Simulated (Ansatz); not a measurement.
The starting structures come from a database of crystals and need not be the phases stable at ambient conditions.

Crystal: SrTaNO₂ (I4/mcm, not sure to be the ambient phase, 10 atoms a cell, 13.3 Å³ an atom, -7 GPa at this level); planes in its conventional cell.

Level of theory: PBEsol (plane waves, PAW; Ansatz, a program for electronic structure).

No gap correction and no spin-orbit coupling; mid-gap values are interpolated between computed energies.

```csv
plane,area of the cell (Å²),mid-gap κ (1/Å),largest κ in the gap (1/Å)
(110),33.1,0.16,0.18
(001),32.2,(withheld),(withheld)
(100),46.8,(withheld),(withheld)
```

**Question.** The slowest decay depends on the direction. Supply the withheld values.

**Answer.** 
- (001), mid-gap κ (1/Å): 0.11
- (001), largest κ in the gap (1/Å): 0.12
- (100), mid-gap κ (1/Å): 0.15
- (100), largest κ in the gap (1/Å): 0.17
